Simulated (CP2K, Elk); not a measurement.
An Elk input for a self-consistent single point of SrTe (Fm-3m, 2 atoms in the cell) (DFT, LDA (PW92), all-electron FP-LAPW, Elk's shipped species files, APW+lo basis with extra local orbitals):

```
tasks
  0

rgkmax
  8.0

gmaxvr
  14.0

nxlo
  2

lorbcnd
  .true.

lmaxi
  3

stype
  0

swidth
  0.0001

maxscl
  100

scale
  1.889726125

avec
    0.0000000000    3.3944270000    3.3944270000
    3.3944270000    0.0000000000    3.3944270000
    3.3944270000    3.3944270000    0.0000000000

atoms
  2
  'Sr.in'
  1
  0.0000000000  0.0000000000  0.0000000000    0.0 0.0 0.0
  'Te.in'
  1
  0.5000000000  0.5000000000  0.5000000000    0.0 0.0 0.0

ngridk
  9 9 9
```

Translate this input to CP2K.

One input that does it (others would too):

```
&GLOBAL
  PROJECT scf
  RUN_TYPE ENERGY_FORCE
  PRINT_LEVEL MEDIUM
&END GLOBAL
&FORCE_EVAL
  METHOD Quickstep
  STRESS_TENSOR ANALYTICAL
  &DFT
    BASIS_SET_FILE_NAME BASIS_MOLOPT
    POTENTIAL_FILE_NAME GTH_POTENTIALS
    &QS
      METHOD GPW
      EPS_DEFAULT 1E-10
    &END QS
    &MGRID
      CUTOFF 500
      REL_CUTOFF 50
      NGRIDS 5
    &END MGRID
    &SCF
      SCF_GUESS ATOMIC
      EPS_SCF 1E-7
      MAX_SCF 100
      ADDED_MOS 4
      &DIAGONALIZATION
        ALGORITHM STANDARD
      &END DIAGONALIZATION
      &MIXING
        METHOD BROYDEN_MIXING
        ALPHA 0.4
        NBUFFER 8
        BETA 1.5
      &END MIXING
    &END SCF
    &KPOINTS
      SCHEME MONKHORST-PACK 9 9 9
    &END KPOINTS
    &XC
      &XC_FUNCTIONAL PADE
      &END XC_FUNCTIONAL
    &END XC
    &PRINT
      &MO
        EIGENVALUES T
        OCCUPATION_NUMBERS T
        NDIGITS 8
        FILENAME mo
        &EACH
          QS_SCF 0
        &END EACH
        ADD_LAST NUMERIC
      &END MO
      &MULLIKEN ON
      &END MULLIKEN
    &END PRINT
  &END DFT
  &SUBSYS
    &CELL
      A 4.80044500 0.00000000 0.00000000
      B 2.40022200 4.15730700 0.00000000
      C 2.40022200 1.38576900 3.91954700
      PERIODIC XYZ
    &END CELL
    &COORD
      Sr       0.00000000     0.00000000     0.00000000
      Te       4.80044450     2.77153800     1.95977350
    &END COORD
    &KIND Sr
      BASIS_SET DZVP-MOLOPT-SR-GTH
      POTENTIAL GTH-PADE-q10
    &END KIND
    &KIND Te
      BASIS_SET DZVP-MOLOPT-SR-GTH
      POTENTIAL GTH-PADE-q6
    &END KIND
  &END SUBSYS
  &PRINT
    &FORCES ON
    &END FORCES
    &STRESS_TENSOR ON
    &END STRESS_TENSOR
  &END PRINT
&END FORCE_EVAL
```

Basis settings and potentials, where a program has them, do not carry over. This input uses DFT LDA (Pade form), GPW, DZVP-MOLOPT-SR-GTH basis, GTH-PADE potentials (GTH_POTENTIALS). LDA parametrisations can differ slightly between programs. Both were run: gap on the mesh 1.778 eV in Elk and 2.159 in CP2K.

On CP2K: the starting cell comes from a database of computed structures (which also holds hypothetical and non-ambient phases and stackings), without a prior relaxation at this level. Its lattice was rescaled by a random factor within 2.5 % of one. Spin-orbit coupling is off. Values carry the incompleteness of an atom-centred basis. With a pressure of about -3 GPa the cell is away from its equilibrium volume at this level.

On Elk: the starting cell comes from a database of computed structures (which also holds hypothetical and non-ambient phases and stackings), without a prior relaxation at this level. Its lattice was rescaled by a random factor within 2.5 % of one. Spin-orbit coupling is off. Values depend on the basis (sphere radii, cutoffs, local orbitals), which need not be converged.
